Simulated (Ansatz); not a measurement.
A slab with vacuum along the third vector:

```yaml
crystal:
  lattice:
    - [4.07949, 0.00000, 0.00000]
    - [0.93998, 3.96972, 0.00000]
    - [0.00000, 0.00000, 27.50000]
  atoms:
    - { symbol: C, position: [0.12861, 0.56580, 0.30607] }
    - { symbol: W, position: [0.61226, 0.58587, 0.32358] }
    - { symbol: C, position: [0.72055, 0.07938, 0.34868] }
    - { symbol: W, position: [0.20606, 0.20855, 0.36895] }
    - { symbol: C, position: [0.34527, 0.66928, 0.39358] }
    - { symbol: W, position: [0.81091, 0.80845, 0.41695] }
    - { symbol: C, position: [0.94938, 0.27469, 0.44032] }
    - { symbol: W, position: [0.41698, 0.41228, 0.46417] }
    - { symbol: C, position: [0.55215, 0.88055, 0.48801] }
    - { symbol: W, position: [0.02183, 0.01574, 0.51139] }
    - { symbol: C, position: [0.15757, 0.48475, 0.53519] }
    - { symbol: W, position: [0.62615, 0.62022, 0.55855] }
    - { symbol: C, position: [0.76362, 0.08598, 0.58226] }
    - { symbol: W, position: [0.22809, 0.22668, 0.60581] }
    - { symbol: C, position: [0.37048, 0.69288, 0.63089] }
    - { symbol: W, position: [0.83498, 0.83546, 0.65358] }
    - { symbol: C, position: [0.97082, 0.30848, 0.67759] }
    - { symbol: W, position: [0.44720, 0.40786, 0.69442] }
```

Slab: 18 atoms, C9W9, 11.0 Å thick at the start; k 10x10x1, smearing 0.1 eV, dipole-corrected; all atoms relaxed; no symmetry held; no spin, no spin-orbit, no U.

### Question
Give the surface energy (mean of two unlike faces) at the level Ansatz (a first-principles code) with PBE.

### Answer
4.26 J/m²

### Question
Give the work function of the top face at the level PBE.

### Answer
3.58 eV
